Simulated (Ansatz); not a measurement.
Consider a 24-atom supercell of Mg$_{2}$Ge in the anti-fluorite structure (space group Fm-3m, No. 225; a = 6.364 Å) at its relaxed geometry.

Calculations: PBEsol (Ansatz, a quantum-chemistry and plane-wave program, PAW, spin-orbit coupling left out), earlier PAW set.

Before the change:

The mean distance from the defect site to its nearest host atoms is 2.76 Å and the gap of the supercell is 0.08 eV. The pressure is 0.0 GPa.

One thing is altered: one Mg atom is removed, atoms relaxed at fixed cell, starting from a slightly rattled geometry.

Q: How does this affect the largest displacement of a host atom from its site in the perfect cell, mean distance from the defect site to its nearest host atoms, gap of the supercell and pressure?

A: The largest displacement of a host atom from its site in the perfect cell comes out as 0.12 Å; the mean distance from the defect site to its nearest host atoms rises by 0.03 Å to 2.79 Å; the gap of the supercell changes from 0.08 eV to zero; the pressure goes from zero to -0.3 GPa.

The cell is small, so the values are those of an ordered compound at a high defect concentration; dilute-limit values will differ. All final runs are without spin polarisation. The defect cell is not spin-polarised. The zero or small gap of Mg2Ge can change with the level of theory.
